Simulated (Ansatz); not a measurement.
**GeSe: response to strain**

The parent structure is GeSe in the GeS type structure (space group Pnma, No. 62; layered, stacked along the Cartesian x axis).

```yaml
crystal:
  lattice:
    - [10.96162, 0.00000, 0.00000]
    - [0.00000, 3.87613, 0.00000]
    - [0.00000, 0.00000, 4.43143]
  atoms:
    - { symbol: Ge, position: [0.12323, 0.25000, 0.11389] }
    - { symbol: Ge, position: [0.37677, 0.75000, 0.61389] }
    - { symbol: Ge, position: [0.87677, 0.75000, 0.88611] }
    - { symbol: Ge, position: [0.62323, 0.25000, 0.38611] }
    - { symbol: Se, position: [0.85452, 0.25000, 0.49840] }
    - { symbol: Se, position: [0.64548, 0.75000, 0.99840] }
    - { symbol: Se, position: [0.14548, 0.75000, 0.50160] }
    - { symbol: Se, position: [0.35452, 0.25000, 0.00160] }
```

Cartesian axes are those of the cell as printed.

Strains are applied to the cell and any free atomic positions relax; under biaxial strain the out-of-plane vector relaxes too.

Method: plane-wave PAW DFT at the PBE-D3(BJ) level (Ansatz, a program for electronic structure, 420 eV), spin-orbit coupling left out, earlier PAW set.

Notes on the quantities. pressure: mean of the normal stresses, compression positive.

```tsv
case	band gap	smallest direct gap	shortest interatomic distance	pressure	gap character
base	0.73 eV	0.93 eV	2.584 Å	0.01 GPa	indirect, Γ–Z (67 % along) → Γ
biaxial strain −2.32 %, plane normal [001], relaxed out of plane	[?]	1.04 eV	2.579 Å	1.08 GPa	indirect, Γ–Z (60 % along) → Y–T (20 % along)
biaxial strain +0.24 %, plane normal [001], relaxed out of plane	0.71 eV	0.93 eV	2.584 Å	-0.09 GPa	indirect, Γ–Z (67 % along) → Γ
biaxial strain +2.80 %, plane normal [001], relaxed out of plane	0.62 eV	0.80 eV	2.577 Å	-0.87 GPa	–
uniaxial strain ε_xx = +0.48 %	0.71 eV	0.91 eV	[?]	-0.27 GPa	indirect, Γ–Z (67 % along) → Γ
uniaxial strain ε_xx = +3.61 %	0.64 eV	[?]	2.590 Å	-1.32 GPa	indirect, k = (0, 0, 3/8) in the run's primitive reciprocal basis → Γ–Z (17 % along)
```

Task: Some entries are withheld; estimate them.

Result: 
- biaxial strain −2.32 %, plane normal [001], relaxed out of plane, band gap: 0.82 eV
- uniaxial strain ε_xx = +0.48 %, shortest interatomic distance: 2.586 Å
- uniaxial strain ε_xx = +3.61 %, smallest direct gap: 0.86 eV

Stability against distortions was not tested. The D3 term's C6 switches between coordination references near this geometry, which can add small steps to energies.
